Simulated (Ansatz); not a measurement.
Ansatz (a first-principles code) run on As₂Ru (Pnnm, 6 atoms in the cell): self-consistent single point.

Method: LDA (PW92), PAW files made with PBE (plane waves; Ansatz).

```xyz
6
Lattice="5.4356 0.0000 0.0000 0.0000 6.2059 0.0000 0.0000 0.0000 3.0011" Properties=species:S:1:pos:R:3 pbc="T T T"
As     1.7895     5.3765     1.5006
As     3.6461     0.8294     1.5006
As     4.5073     3.9324     0.0000
As     0.9283     2.2735     0.0000
Ru     2.7178     3.1030     1.5006
Ru     0.0000     0.0000     0.0000
```

Reference input (self-consistent single point, DFT, LDA (PW92), plane waves, PAW files made with PBE): basis.ecutwfc = 420 eV; kpoints.mp_grid.grid = 3 3 6; hamiltonian.xc = lda; hamiltonian.pseudopotentials = {kind: paw} (the program's default PAW files); scf.occupations.method = fermi_dirac; scf.occupations.width = 0.01 eV. This run's input differs from it in these lines:

Ansatz 0.2 input:
```diff
@@ -16,3 +16,3 @@
   mp_grid:
-    grid: [3, 3, 6]
+    grid: [3, 3, 5]
 hamiltonian:
```

Output, abridged:

```
SCF iter   1: F=—  HF=-30615.177282 eV  |F-HF|=—  |Δ(HF+E_count)|=         —  Δρ=7.72e-2  dr2=5.71e0  ethr=3.10e-3  ⟨swp⟩=6.1  Hψ=2323  notcnv=0
all-band conjugate gradients solve this SCF's bands
preconditioner: auto → Resta (q_TF=auto, 2.685 Å⁻¹)
SCF iter   2: F=—  HF=-30614.149187 eV  |F-HF|=—  |Δ(HF+E_count)|=    1.03e0  Δρ=3.79e-2  dr2=1.23e0  ethr=3.10e-3  ⟨swp⟩=2.0  Hψ=947  notcnv=0  defer=28
   [... lines left out ...]
SCF iter   5: F=—  HF=-30613.852990 eV  |F-HF|=—  |Δ(HF+E_count)|=   1.08e-4  Δρ=2.54e-4  dr2=6.28e-5  ethr=1.22e-6  ⟨swp⟩=2.0  Hψ=1254  notcnv=0  defer=28
SCF iter   6: F=—  HF=-30613.852914 eV  |F-HF|=—  |Δ(HF+E_count)|=   7.68e-5  Δρ=1.20e-4  dr2=1.40e-5  ethr=6.82e-8  ⟨swp⟩=2.0  Hψ=1127  notcnv=0  defer=28
SCF iter   7: F=—  HF=-30613.852911 eV  |F-HF|=—  |Δ(HF+E_count)|=   2.89e-6  Δρ=3.31e-5  dr2=8.50e-7  ethr=1.52e-8  ⟨swp⟩=2.0  Hψ=1099  notcnv=0  defer=28
SCF iter   8: F=-30613.852911 eV  HF=-30613.852911 eV  |F-HF|=1.40e-8  |Δ(HF+E_count)|=   7.34e-8  Δρ=6.89e-6  dr2=4.30e-8  ethr=1.09e-10  ⟨swp⟩=10.8  Hψ=3301  notcnv=0
SCF 1 converged in 8 iterations: F = -30613.852911 eV  dr2 = 4.30e-8
Free energy (F): -30613.852911 eV
Internal energy: -30613.852911 eV  (E = F + TS)
E sigma→0 (E₀):  -30613.852911 eV
Fermi energy:    14.301205 eV
--- Forces (eV/Å), atoms counted from 1 ---
  atom   1  As    -0.09500375    -0.11475317     0.00000000
  atom   2  As     0.09500375     0.11475317     0.00000000
  atom   3  As    -0.09500375     0.11475317     0.00000000
  atom   4  As     0.09500375    -0.11475317     0.00000000
  atom   5  Ru    -0.00000000     0.00000000     0.00000000
  atom   6  Ru     0.00000000    -0.00000000     0.00000000
--- Stress (GPa, compression-positive) ---
       -6.071926       0.000000       0.000000
        0.000000      -6.729027       0.000000
        0.000000       0.000000      -5.738731
  P = ⅓ Tr σ = -6.1799 GPa (-61.799 kbar)
  The stress holds the Pulay correction. Without it, at fixed plane waves, as pw.x and ABINIT print it: P = -6.2906 GPa
```

The run converged in 8 iterations. Against the reference run the free energy is nearly the same (within 1 meV/atom), the pressure moves little (-6.16 to -6.18 GPa), the largest force goes from 0.179 to 0.149 eV/Å and the gap on the mesh goes from 0.664 to 0.581 eV.

The starting cell comes from a database of computed structures (which also holds hypothetical and non-ambient phases and stackings), without a prior relaxation at this level. With a pressure of about -6 GPa the cell is away from its equilibrium volume at this level. Ansatz's pressure includes its estimate of the finite-basis (Pulay) stress. Another mesh or the band path of this cell gives a smaller gap, so this value is not converged in the mesh.
